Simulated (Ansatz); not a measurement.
Start from GaSb in the zinc blende structure (space group F-43m, No. 216; a = 6.214 Å).

Structures relaxed with plane-wave PAW DFT at the PBE level (Ansatz, a program for electronic structure, 420 eV), no spin-orbit coupling.

Base:

Simulated powder pattern, Cu Kα1, λ = 1.54056 Å (kinematic, ideal powder, no thermal factors, no anomalous dispersion; the 10 strongest lines at most, above 2 %, up to 2θ = 90°):

```json
[
 {"2θ (°)": "24.80", "I/Imax (%)": "100", "hkl": "(111)"},
 {"2θ (°)": "28.71", "I/Imax (%)": "5.8", "hkl": "(200)"},
 {"2θ (°)": "41.05", "I/Imax (%)": "74", "hkl": "(220)"},
 {"2θ (°)": "48.56", "I/Imax (%)": "48", "hkl": "(311)"},
 {"2θ (°)": "59.45", "I/Imax (%)": "12", "hkl": "(400)"},
 {"2θ (°)": "65.42", "I/Imax (%)": "19", "hkl": "(331)"},
 {"2θ (°)": "67.34", "I/Imax (%)": "2.1", "hkl": "(420)"},
 {"2θ (°)": "74.79", "I/Imax (%)": "24", "hkl": "(422)"},
 {"2θ (°)": "80.21", "I/Imax (%)": "14", "hkl": "(333)"},
 {"2θ (°)": "89.06", "I/Imax (%)": "7.8", "hkl": "(440)"}
]
```

After one change:

Simulated powder pattern, Cu Kα1, λ = 1.54056 Å (kinematic, ideal powder, no thermal factors, no anomalous dispersion; the 10 strongest lines at most, above 2 %, up to 2θ = 90°):

```csv
2θ (°),I/Imax (%)
25.46,100
29.48,5.8
42.18,73
49.92,47
61.18,12
67.36,19
69.36,2.0
77.11,24
82.77,14
```

**Question.** What was done to the base?
A. pressure 60 GPa
B. pressure 30 GPa
C. pressure 18 GPa
D. pressure 4.2 GPa

**Answer.** D, pressure 4.2 GPa. Its volume per atom is 27.74 Å³ against 29.99 Å³, and its space group is F-43m (No. 216).

Load acts through the strain it causes; cell and atoms are relaxed under it. Whether these cells are dynamically stable was not tested. Tetrahedral semiconductors of this kind turn to denser phases somewhere between about 1 and 50 GPa; those were not computed, so compressed cells here can lie past the real transition. All final runs are without spin polarisation.
